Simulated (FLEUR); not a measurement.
Troubleshooting FLEUR: a failed run on SmCu (Pm-3m, 2 atoms in the cell). The aim is a self-consistent single point with DFT, LDA (Vosko-Wilk-Nusair), all-electron FLAPW (FLEUR), scalar-relativistic valence.

Input as run:

```xml
# input of inpgen
scf SmCu
&input film=f /
6.7020705483 0.0000000000 0.0000000000
0.0000000000 6.7020705483 0.0000000000
0.0000000000 0.0000000000 6.7020705483
1.0
1.0 1.0 1.0

2
62 0.5000000000 0.5000000000 0.5000000000 : 5.00
29 0.0000000000 0.0000000000 0.0000000000 : 0.00

&comp jspins=2 /
&exco xctyp='vwn' /
&kpt div1=7 div2=7 div3=7 /
&end /
# inp.xml
<?xml version="1.0" encoding="UTF-8" standalone="no"?>
<fleurInput fleurInputVersion="0.39">
   <comment>
      scf SmCu                                                                                            
   </comment>
   <calculationSetup>
      <cutoffs Kmax="3.8" Gmax="15.2" GmaxXC="15.2" numbands="0"/>
      <scfLoop itmax="100" minDistance="0.00001" maxIterBroyd="15" imix="Anderson" alpha="0.05" precondParam="0.0" spinf="2.0"/>
      <coreElectrons ctail="T" frcor="F" kcrel="0" coretail_lmax="0"/>
      <xcFunctional name="vwn" relativisticCorrections="F"/>
      <magnetism jspins="2"/>
      <soc l_soc="F" theta="0.0" phi="0.0" spav="F"/>
      <expertModes spex="0" secvar="F"/>
      <geometryOptimization l_f="T" forcealpha="1.0" forcemix="BFGS" epsdisp="0.00001" epsforce="0.00001"/>
      <ldaU l_linMix="F" mixParam="0.05" spinf="1.0"/>
   </calculationSetup>
   <cell>
      <bzIntegration valenceElectrons="27.0" mode="gauss" fermiSmearingEnergy="0.00183747">
         <kPointListSelection listName="default-1"/>
         <!-- k-points included here -->
         <xi:include xmlns:xi="http://www.w3.org/2001/XInclude" href="kpts.xml"> </xi:include>
      </bzIntegration>
      <!-- symmetry operations included here -->
      <xi:include xmlns:xi="http://www.w3.org/2001/XInclude" href="sym.xml"> </xi:include>
      <bulkLattice scale="1.0">
         <bravaisMatrix>
            <row-1>    6.7020705483000000     0.0000000000000000     0.0000000000000000</row-1>
            <row-2>    0.0000000000000000     6.7020705483000000     0.0000000000000000</row-2>
            <row-3>    0.0000000000000000     0.0000000000000000     6.7020705483000000</row-3>
         </bravaisMatrix>
      </bulkLattice>
   </cell>
   <atomSpecies>
      <species name="Samarium (5.000" element="Sm" atomicNumber="62">
         <mtSphere radius="2.63" gridPoints="925" logIncrement="0.014"/>
         <atomicCutoffs lmax="10" lnonsph="8"/>
         <electronConfig flipSpins="F">
            <coreConfig>(1s1/2) (2s1/2) (2p1/2) (2p3/2) (3s1/2) (3p1/2) (3p3/2) (4s1/2) (3d3/2) (3d5/2) (4p1/2) (4p3/2) (4d3/2) (4d5/2)</coreConfig>
            <valenceConfig>(5s1/2) (5p1/2) (5p3/2) (6s1/2) (4f5/2) (4f7/2)</valenceConfig>
            <stateOccupation state="(4f5/2)" spinUp="2.0714285714286" spinDown="0.5"/>
            <stateOccupation state="(4f7/2)" spinUp="3.4285714285714" spinDown="0.0"/>
         </electronConfig>
         <energyParameters s="6" p="6" d="5" f="4"/>
         <lo type="SCLO" l="0" n="5" eDeriv="0"/>
         <lo type="SCLO" l="1" n="5" eDeriv="0"/>
      </species>
      <species name="Copper (Cu)" element="Cu" atomicNumber="29">
         <mtSphere radius="2.63" gridPoints="925" logIncrement="0.013"/>
         <atomicCutoffs lmax="10" lnonsphr="8"/>
         <electronConfig flipSpins="F">
            <coreConfig>(1s1/2) (2s1/2) (2p1/2) (2p3/2) (3s1/2) (3p1/2) (3p3/2)</coreConfig>
            <valenceConfig>(4s1/2) (3d3/2) (3d5/2)</valenceConfig>
            <stateOccupation state="(4s1/2)" spinUp="0.5" spinDown="0.5"/>
         </electronConfig>
         <energyParameters s="4" p="4" d="3" f="4"/>
         <lo type="HELO" l="2" n="4" eDeriv="0"/>
      </species>
   </atomSpecies>
   <atomGroups>
      <atomGroup species="Samarium (5.000">
         <relPos label="                   1">1.000/2.000 1.000/2.000 1.000/2.000</relPos>
         <force calculate="T" relaxXYZ="TTT"/>
      </atomGroup>
      <atomGroup species="Copper (Cu)">
         <relPos label="                   2">.0000000000 .0000000000 .0000000000</relPos>
         <force calculate="T" relaxXYZ="TTT"/>
      </atomGroup>
   </atomGroups>
   <output dos="F" band="F" slice="F">
      <checks vchk="F" cdinf="F"/>
      <bandDOS minEnergy="-.5*Htr" maxEnergy="0.5*Htr" sigma="0.015" storeEVData="T"/>
      <vacuumDOS vacdos="F" integ="F" star="F" nstars="0" locx1="0.0" locy1="0.0" locx2="0.0" locy2="0.0" nstm="0" tworkf="0.0"/>
      <unfoldingBand unfoldBand="F" supercellX="1" supercellY="1" supercellZ="1"/>
      <plotting iplot="0" polar="F">
         <plot TwoD="T" vec1="  1.0  0.0  0.0" vec2="  0.0  1.0  0.0" vec3="  0.0  0.0  1.0" zero="  0.0  0.0  0.0" file="plot"/>
      </plotting>
      <chargeDensitySlicing numkpt="0" minEigenval="0.0" maxEigenval="0.0" nnne="0" pallst="F"/>
      <specialOutput eonly="F"/>
      <magneticCircularDichroism mcd="F" energyLo="-10.0" energyUp="0.0"/>
   </output>
  <!-- We include the file relax.xml here to enable relaxations (see documentation) -->
  <xi:include xmlns:xi="http://www.w3.org/2001/XInclude" href="relax.xml"> <xi:fallback/> </xi:include>
</fleurInput>
```

The program printed (abridged):

```
inp.xml:36: Schemas validity error : Element 'atomicCutoffs', attribute 'lnonsph': The attribute 'lnonsph' is not allowed.
inp.xml:36: Schemas validity error : Element 'atomicCutoffs': The attribute 'lnonsphr' is required but missing.
      Welcome to FLEUR        (www.flapw.de)
      MaX-Release 8.1          (www.max-centre.eu)
**************FLEUR-Error*****************
Error message: XML document cannot be validated against Schema.
Error occurred in subroutine: xml%ValidateDoc
Hint: If there are no details listed above this message use 'xmllint --xinclude --schema FleurInputSchema.xsd inp.xml'.
Error from PE:0/1
 Last known location:
```

Problem. From the messages shown, name the fault and mend the input.

Solution. The fault is a keyword that the program does not know. The program does not know a key of this name. To fix it, use the program's own name for the key. The program stopped before any SCF iteration.

An input that runs soundly differs in these lines (not the only fix; some lines may just follow from the change or write a value another way):
```diff
-         <atomicCutoffs lmax="10" lnonsph="8"/>
+         <atomicCutoffs lmax="10" lnonsphr="8"/>
```

With that input, the run converged in 29 iterations: total energy -328715.9446 eV; Fermi level (on the code's own zero) 8.49 eV; size of the cell's spin moment 5.97 μB; site moments (μB, in the program's spheres or projections) Sm 5.65, Cu 0.06 (DFT, LDA (Vosko-Wilk-Nusair), all-electron FLAPW (FLEUR), scalar-relativistic valence).

On the sound input: the starting cell comes from a database of computed structures (which also holds hypothetical and non-ambient phases and stackings), without a prior relaxation at this level. Its lattice was rescaled by a random factor within 2.5 % of one. Spin-orbit coupling is off. With one magnetic atom in the cell only a parallel order is possible. With U or open f shells several self-consistent states can exist. The f electrons are in the valence without U or exact exchange, which can misplace them near the Fermi level. Spin-orbit terms, which matter for f shells, are left out. Values depend on the basis (sphere radii, cutoffs, local orbitals), which need not be converged.
